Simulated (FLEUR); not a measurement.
**Short convergence ladders for Tc (P-3m1, 2 atoms in the cell)**

```yaml
crystal:
  lattice:
    - [1.36315, -2.36104, 0.00000]
    - [1.36315, 2.36104, 0.00000]
    - [0.00000, 0.00000, 4.36805]
  atoms:
    - { symbol: Tc, position: [0.33333, 0.66667, 0.26145] }
    - { symbol: Tc, position: [0.66667, 0.33333, 0.75000] }
```

Base method: PBEsol, all-electron FLAPW (FLEUR), scalar-relativistic valence.

Base settings: Kmax = 4.3 1/bohr; GmaxXC = 12.9 1/bohr; xcFunctional = PBEs; jspins = 1; l_soc = F; mode = hist; fermiSmearingEnergy = 0.00367493 Htr; mesh (inpgen div1-3) = 6 6 4; inpgen gamma flag = true; Gmax = 12.9 1/bohr.

Core times come from one kind of shared machine, to one figure; runs under 30 s give none.

**The k-point mesh**

Moved along: kpt_gamma.

The second cell is the first with its lattice scaled by 0.98.

Only quantities that move along the ladder and can be compared are tabulated.

| kpt_div | free energy less the last step's (meV/atom) | energy of the compressed cell less the first (meV/atom) |
|---|---|---|
| 2 2 2 | 38.47 | -3.06 |
| 4 4 2 | 25.42 | 67.27 |
| 5 5 3 | -60.90 | 50.26 |
| 6 6 4 | 19.09 | 59.33 |
| 7 7 4 | -9.42 | 57.13 |
| 13 13 7 | 0.00 | 57.15 |

Coarsest kpt_div that holds the energy of the compressed cell less the first within 1 meV/atom of the last step, with all finer ones: 7 7 4; the step before is off by 2.2 meV/atom.

Coarsest kpt_div that holds the free energy within 5 meV/atom: not settled: the last two steps still differ by 9.4 meV/atom, over half the tolerance, so the ladder does not show it.

**The k-point mesh at a smearing width of 0.02 eV**

In this ladder: fermiSmearingEnergy = 0.00073499 Htr. Moved along: kpt_gamma.

Only quantities that move along the ladder and can be compared are tabulated.

```tsv
kpt_div	free energy less the last step's (meV/atom)	core time / last (rough)
5 5 3	-60.10	–
7 7 4	-1.69	0.2
10 10 6	2.47	0.3
15 15 8	2.67	1
18 18 10	0.00	1
```

Coarsest kpt_div that holds the free energy within 5 meV/atom: not settled: the last two steps still differ by 2.7 meV/atom, over half the tolerance, so the ladder does not show it.

**The k-point mesh at a smearing width of 0.3 eV**

In this ladder: fermiSmearingEnergy = 0.0110248 Htr. Moved along: kpt_gamma.

Only quantities that move along the ladder and can be compared are tabulated.

| kpt_div | free energy less the last step's (meV/atom) | core time / last (rough) |
|---|---|---|
| 5 5 3 | -44.04 | – |
| 7 7 4 | -9.22 | 0.1 |
| 10 10 6 | -1.07 | 0.2 |
| 15 15 8 | 0.00 | 1 |

Coarsest kpt_div that holds the free energy within 5 meV/atom of the last step, with all finer ones: 10 10 6, at about 0.2 of the last step's time; the step before is off by 9.2 meV/atom.

On the base run: the starting cell has typed, rounded lattice constants, without a prior relaxation at this level. Its lattice was rescaled by up to half a per cent. One atom was moved a little off its site on purpose. Spin polarisation is off. Values depend on the basis (sphere radii, cutoffs, local orbitals), which need not be converged.
